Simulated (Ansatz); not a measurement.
The parent structure is Ge in the diamond structure (space group Fd-3m, No. 227; a = 5.622 Å). Axes: x, y, z lie along the cube axes.

The values are results of Ansatz (an electronic-structure program), LDA, PAW, cutoff 420 eV, without spin-orbit coupling, not measurements.

For the base:

The pressure is 0.0 GPa.

Now apply this change: tensile biaxial strain of 2.50 % in the plane normal to [111], as in epitaxy on a mismatched substrate; the out-of-plane cell vector and the atoms relax.

Q: How does this affect the energy relative to the base?

A: The energy increases by 14 meV/atom.

Q: What happens to the pressure?

A: The pressure (mean of the normal stresses, compression positive) goes from zero to -2.5 GPa.

No phonon test of stability was made.
